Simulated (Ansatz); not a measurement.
Input:

End structure of the (100) surface of fcc Pt, one row in 2 of the top plane missing (bottom of the slab: a bare face, its two planes held):

```
CELL_PARAMETERS angstrom
      2.80721     0.00000     0.00000
      0.00000     5.61443     0.00000
      0.00000     0.00000    26.00000
ATOMIC_POSITIONS crystal
  Pt 0.50000 0.25000 0.30913
  Pt 0.50000 0.75000 0.30913
  Pt 0.00000 0.50000 0.38548
  Pt 0.00000 0.00000 0.38548
  Pt 0.50000 0.74818 0.46138
  Pt 0.50000 0.25182 0.46138
  Pt 0.00000 0.00000 0.53632
  Pt 0.00000 0.50000 0.53907
  Pt 0.50000 0.26067 0.61397
  Pt 0.50000 0.73933 0.61397
  Pt 0.00000 0.00000 0.68093
```

Model: 11-atom slab, 9.9 Å thick at the start (thin: gaps and levels are the slab's own), 13x7x1 mesh, Fermi-Dirac 0.1 eV, dipole correction, 4 atoms held, the rest relaxed; symmetry of the start imposed; no spin, no spin-orbit, no U. It is one candidate, not shown to be the stable structure of the face.

Task: Predict the work function of the top face from PBE (Ansatz, a quantum-chemistry and plane-wave program).

Result: 5.26 eV
